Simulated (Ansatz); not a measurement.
## SiC: energy against strain

SiC (wurtzite, P6_3mc, 10.145 Å³/atom at rest, c along z) under a strain ε along c (axis z), the other axes held. LDA in Ansatz, a plane-wave DFT program (PAW, default set), 420 eV, 12×12×7 Γ-centred mesh, Fermi-Dirac smearing 0.05 eV; ions are relaxed within the symmetry of each cell.

Here s stands for strain and y for E less E0.

```
strain (%)  E less E0 (meV/atom)
----------  --------------------
-3.00                          ?
-1.20                       2.62
-0.60                       0.65
0.00                        0.00
0.60                        0.64
1.20                        2.52
```

Taking a parabola for y over the 5 complete rows: Least squares gives y = 0.002 - 0.0350·s + 1.7837·s². Residuals (row less fit): 0.007, -0.015, -0.002, 0.017, -0.009; standard error 0.018 (degrees of freedom: 2). Twice the quadratic coefficient over the volume, 2 × 1.7837 meV × 10⁴ × 0.1602 / 10.145 Å³, is the elastic constant C33 = 563 ± 4 GPa.

**Question.** What does the fit predict for y at s = -3.00, and how far is the calculated value from it?

**Answer.** y = 0.002 - 0.0350 × (-3.0) + 1.7837 × (-3.0)² = 16.160 meV/atom. The calculation gives 16.66 meV/atom, 0.500 meV/atom above the prediction (3.0 % of the range of y in the table). The row lies outside the fitted rows, so this is an extrapolation. From the scatter of the fitted rows alone, a prediction at this place has a standard error of 0.116 meV/atom, so the miss is 4.3 times that.

One order more, fitted to all 11 runs of the series, follows each within 0.01, so the miss is the next term of a smooth law. SiC is here the rare 2H polytype. Rows are the converged runs of the series near zero and its far end; series whose fitted rows scatter by over a few per cent of the range, as at a crossing or softening among them, aren't shown in this form. Most that stay on the fit to the last digits aren't either.
